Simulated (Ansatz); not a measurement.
## WO3 (P2₁/c, No. 14, 16 atoms in the cell; start mp-636148)

These are LDA in Ansatz (plane waves, PAW) values and carry that method's errors.

Settings: plane-wave cutoff 500 eV, 10×6×6 k mesh (along the axes of the cell as run), gaussian smearing 0.02 eV, no spin polarisation, scalar-relativistic PAW data made under PBE.

Cell (relaxed at this level):

```
CELL_PARAMETERS angstrom
      3.82848     0.00000     0.00416
      0.00000     7.50149     0.00000
     -0.00500     0.00000     7.38768
ATOMIC_POSITIONS crystal
  W  0.94879 0.27585 0.24539
  W  0.05121 0.72415 0.75461
  W  0.05121 0.77585 0.25461
  W  0.94879 0.22415 0.74539
  O  0.99603 0.99062 0.78924
  O  0.00397 0.00938 0.21076
  O  0.00397 0.49062 0.71076
  O  0.99603 0.50938 0.28924
  O  0.00619 0.78944 0.50308
  O  0.99381 0.21056 0.49692
  O  0.99381 0.28944 0.99692
  O  0.00619 0.71056 0.00308
  O  0.51411 0.74013 0.75057
  O  0.48589 0.25987 0.24943
  O  0.48589 0.24013 0.74943
  O  0.51411 0.75987 0.25057
```

```json
{
 "band_gap": "1.33 eV (on the SCF k mesh)"
}
```

Note: the relaxation could not lower the start's symmetry, so the cell can be a saddle point above a distorted one.

Spin–orbit coupling is not included.

Computed values are for the static lattice.

It cost roughly 50 core-minutes of CPU time.

A start named mp-… is a Materials Project structure, which need not be a measured phase.

Ansatz is a quantum-chemistry and plane-wave program.
